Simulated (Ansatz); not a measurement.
Here is the system:

```
CELL_PARAMETERS angstrom
      3.10731     0.00000     0.00000
     -1.55365     2.69101     0.00000
      0.00000     0.00000    11.51786
ATOMIC_POSITIONS crystal
  Mo 0.33333 0.66667 0.25000
  Mo 0.66667 0.33333 0.75000
  S  0.33333 0.66667 0.61461
  S  0.66667 0.33333 0.11461
  S  0.66667 0.33333 0.38539
  S  0.33333 0.66667 0.88539
```

No spin polarisation.

Method: Kohn–Sham DFT with the r2SCAN+rVV10 functional, run in Ansatz (a first-principles code) with PAW and 500 eV plane waves, no SOC, earlier PAW set. Γ-centred 12×12×3 mesh, Fermi–Dirac width 0.05 eV.

Task: Predict the band gap, width of the top valence band, valence-band top at Γ and hole mass.

Result: The band gap is 0.54 eV and the width of the top valence band comes out as 2.03 eV. The valence-band top at Γ (three highest levels, from the VBM) comes out as 0.00, -0.98, -1.71 eV and the hole mass is 1.2 mₑ along c, 0.42 mₑ across (at Γ).

Load acts through the strain it causes; cell and atoms are relaxed under it. Masses are band curvatures over ±0.01 Å⁻¹ around the edge. Whether these cells are dynamically stable was not tested. No other phases were tried under pressure. The cell was made from MoS$_{2}$ in the 2H-MoS2 type structure (space group P6_3/mmc, No. 194; layered, stacked along the Cartesian z axis) by this change: pressure 9 GPa.
